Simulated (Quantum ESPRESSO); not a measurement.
Quantum ESPRESSO 7.5, DFT, PBE, plane waves, PseudoDojo 0.5 standard norm-conserving PBE (local tails restored to the Coulomb form): diamond-structure Si, 2 atoms. Basis and mesh were picked for this test and aren't claimed converged.

```fortran
&CONTROL
  calculation = 'scf'
  pseudo_dir = './pseudo'
  outdir = './out'
  tprnfor = .true.
  tstress = .false.
  disk_io = 'low'
/
&SYSTEM
  ibrav = 0
  nat = 2
  ntyp = 1
  ecutwfc = 36.0
  ecutrho = 144.0
  occupations = 'fixed'
/
&ELECTRONS
  conv_thr = 1e-12
/
ATOMIC_SPECIES
Si 28.0850 Si.upf
CELL_PARAMETERS angstrom
  0.000000000000   2.715500000000   2.715500000000
  2.715500000000   0.000000000000   2.715500000000
  2.715500000000   2.715500000000   0.000000000000
ATOMIC_POSITIONS crystal
Si   0.000000000000   0.000000000000   0.000000000000
Si   0.250000000000   0.250000000000   0.250000000000
K_POINTS automatic
10 10 10 0 0 0
```

```fortran
phonons
&INPUTPH
  outdir = './out'
  tr2_ph = 1e-16
/
0 0 0
```

```bash
# ahead of the timed run: OMP_NUM_THREADS=1 mpirun -np 4 pw.x -nk 4 -in first.in
OMP_NUM_THREADS=1 mpirun -np 4 ph.x -nk 4 -in ph.in
```

The program reports k-points computed: 47.

Hardware: AMD EPYC (Zen 5), 96 cores on 1 socket, no SMT, 12 L3 cache groups; 94 cores' worth of CPU time may be used.

On 4 ranks this takes 5.5 s. Each time is the median wall time of two to five repeats, run one at a time on the otherwise empty machine; start-up is included. Processes are pinned to neighbouring cores unless said otherwise. The build: conda-forge: Open MPI 5.0, OpenMP, OpenBLAS 0.3.34 (pthreads), FFTW, ScaLAPACK, ELPA; another build can shift the numbers. Scratch files lie in a memory file system. A preparatory run goes ahead and isn't timed.

Speed this job up; the result has to stay within 1.0 cm⁻¹ in frequencies (largest shift), 10 cm⁻¹ in the acoustic modes at q = 0 (no sum rule applied; largest shift). Keep to 4 cores.

One answer among several that fit: going from tr2_ph = 1e-16 to tr2_ph = 1e-12, the fastest among the values tried that keep the result.

```diff
-  tr2_ph = 1e-16
+  tr2_ph = 1e-12
```

Time: 5.5 s to 3.9 s (1.4× as fast). The largest move is in solving the linear systems (cgsolve): 3.3 s to 2.1 s. Response iterations (all representations) go from 12 to 8. These two results differ by: frequencies (largest shift) 0.18 cm⁻¹, the acoustic modes at q = 0 (no sum rule applied; largest shift) 8.5 cm⁻¹. Others tried: tr2_ph = 1e-14 (4.7 s); tr2_ph = 1e-18 (6.3 s).
